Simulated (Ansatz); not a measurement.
System: rutile MgH2. Method: LDA in Ansatz (plane waves, PAW).

Numerical settings: plane-wave cutoff 520 eV, 6×6×8 k mesh (along the axes of the cell as run), scalar-relativistic PAW data made under PBE.

Cell (measured lattice):

```xyz
6
Lattice="4.5010 0.0000 0.0000 0.0000 4.5010 0.0000 0.0000 0.0000 3.0100" Properties=species:S:1:pos:R:3 pbc="T T T"
Mg     0.0000     0.0000     0.0000
Mg     2.2505     2.2505     1.5050
H      1.3707     1.3707     0.0000
H      3.6212     0.8798     1.5050
H      0.8798     3.6212     1.5050
H      3.1303     3.1303     0.0000
```

Problem. Estimate the Young modulus, elastic constant C13, Voigt–Reuss–Hill bulk modulus, elastic constant C11, elastic constant C12, elastic constant C33, elastic constant C44 and elastic constant C66 that the calculation returns.

Solution. 
- Young modulus = 80.4 GPa
- elastic constant C13 = 26.2 GPa
- Voigt–Reuss–Hill bulk modulus = 46.3 GPa
- elastic constant C11 = 66.1 GPa
- elastic constant C12 = 33.2 GPa
- elastic constant C33 = 124 GPa
- elastic constant C44 = 35.8 GPa
- elastic constant C66 = 50.0 GPa

Note: the cell isn't this level's own, so it is under some stress, which shifts stiffness and frequencies.

Elastic constants are with the ions relaxed.

Static lattice: no zero-point or thermal effects.

Cost on a shared machine: around 90 core-seconds (rough).

Ansatz is an electronic-structure program.
